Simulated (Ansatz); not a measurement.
Consider Fe in the bcc (W type) structure (space group Im-3m, No. 229; a = 2.865 Å; ferromagnetic).

Computed with plane-wave PAW DFT at the r2SCAN level (Ansatz, a quantum-chemistry and plane-wave program, 500 eV), spin-orbit coupling left out.

For the base:

```
Quantity            Value
---------------  --------
Volume per atom  11.75 Å³
Band gap             zero
```

Now apply this change: every Fe is replaced by Sn; the structure is relaxed again.

Tabulated Pauling electronegativity and covalent radius: Fe 1.83, 1.32 Å; Sn 1.96, 1.39 Å.

**Question.** What happens to the volume per atom and band gap?

**Answer.** The volume per atom rises by 15.074 Å³ to 26.83 Å³; the band gap remains zero.

Other magnetic orders, which the real material may have, were not ruled out. Stability against distortions was not tested. For Sn in this form, whether it has been made was not checked. This is not the structure that Sn has at room temperature and ambient pressure.
